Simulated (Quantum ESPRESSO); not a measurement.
Worked example: self-consistent single point of CoSi (P2_13, 8 atoms in the cell) in Quantum ESPRESSO.

Level of theory: LDA (PZ), PSlibrary ultrasoft (LDA) pseudopotentials (plane waves; Quantum ESPRESSO 7.5).

```
CELL_PARAMETERS angstrom
      4.42301     0.00000     0.00000
      0.00000     4.42301     0.00000
      0.00000     0.00000     4.42301
ATOMIC_POSITIONS crystal
  Co 0.85410 0.64590 0.35410
  Co 0.64590 0.35410 0.85410
  Co 0.35410 0.85410 0.64590
  Co 0.14590 0.14590 0.14590
  Si 0.15654 0.34346 0.65654
  Si 0.34346 0.65654 0.15654
  Si 0.65654 0.15654 0.34346
  Si 0.84346 0.84346 0.84346
```

Reference input (self-consistent single point, DFT, PBE, plane waves, PSlibrary ultrasoft (PBE) pseudopotentials): ecutwfc = 50 Ry; ecutrho = 300 Ry; occupations = smearing; smearing = gauss; degauss = 0.019992 Ry; potentials = {Co: Co.pbe-n-rrkjus_psl.1.0.0.UPF, Si: Si.pbe-n-rrkjus_psl.1.0.0.UPF}; K_POINTS = automatic 9 9 9 0 0 0; conv_thr = 1e-10 Ry. This run's input differs from it in these lines:

```diff
@@ -12,4 +12,4 @@
  ntyp = 2
- ecutwfc = 50
- ecutrho = 300
+ ecutwfc = 55
+ ecutrho = 330
  occupations = 'smearing'
@@ -22,4 +22,4 @@
 ATOMIC_SPECIES
-Co    58.9332  Co.pbe-n-rrkjus_psl.1.0.0.UPF
-Si    28.0850  Si.pbe-n-rrkjus_psl.1.0.0.UPF
+Co    58.9332  Co.pz-n-rrkjus_psl.1.0.0.UPF
+Si    28.0850  Si.pz-n-rrkjus_psl.1.0.0.UPF
 ATOMIC_POSITIONS {crystal}
```

Output, abridged:

```
     Self-consistent Calculation

     iteration #  1     ecut=    55.00 Ry     beta= 0.70

     total energy              =    -348.73865004 Ry
     estimated scf accuracy    <       1.10250508 Ry

     iteration #  2     ecut=    55.00 Ry     beta= 0.70

     negative rho (up, down):  9.279E-02 0.000E+00

     total energy              =    -348.27371606 Ry
     estimated scf accuracy    <      17.08687664 Ry

     iteration #  3     ecut=    55.00 Ry     beta= 0.70

     negative rho (up, down):  2.849E+01 0.000E+00

     total energy              =      90.38348732 Ry
     estimated scf accuracy    <63190991.08735586 Ry

   [... 37 blocks of this kind left out ...]

     iteration # 41     ecut=    55.00 Ry     beta= 0.70

     total energy              =    -349.57259477 Ry
     estimated scf accuracy    <          1.7E-10 Ry

     iteration # 42     ecut=    55.00 Ry     beta= 0.70
     End of self-consistent calculation

     the Fermi energy is    14.1663 ev

!    total energy              =    -349.57259477 Ry
     estimated scf accuracy    <          8.3E-11 Ry
     smearing contrib. (-TS)   =      -0.00583912 Ry
     internal energy E=F+TS    =    -349.56675564 Ry

     convergence has been achieved in  42 iterations

     Forces acting on atoms (cartesian axes, Ry/au):

     atom    1 type  1   force =     0.00237396   -0.00237396    0.00237396
     atom    2 type  1   force =    -0.00237396    0.00237396    0.00237396
     atom    3 type  1   force =     0.00237396    0.00237396   -0.00237396
     atom    4 type  1   force =    -0.00237396   -0.00237396   -0.00237396
     atom    5 type  2   force =     0.00217019   -0.00217019    0.00217019
   [... lines left out ...]

     Total force =     0.011142     Total SCF correction =     0.000001

          total   stress  (Ry/bohr**3)                   (kbar)     P=     -111.37
  -0.00075705   0.00000000   0.00000000         -111.37        0.00        0.00
   0.00000000  -0.00075705   0.00000000            0.00     -111.37        0.00
   0.00000000   0.00000000  -0.00075705            0.00        0.00     -111.37

   JOB DONE.
```

The run converged in 42 iterations. Against the reference run the pressure goes from 0.81 to -11.14 GPa and the largest force goes from 0.036 to 0.106 eV/Å.

The starting cell comes from a database of computed structures (which also holds hypothetical and non-ambient phases and stackings), without a prior relaxation at this level. Its lattice was rescaled by a random factor within 2.5 % of one. Spin polarisation is off. With a pressure of about -11 GPa the cell is away from its equilibrium volume at this level.

Cost on one core of a shared machine: roughly 8 min.
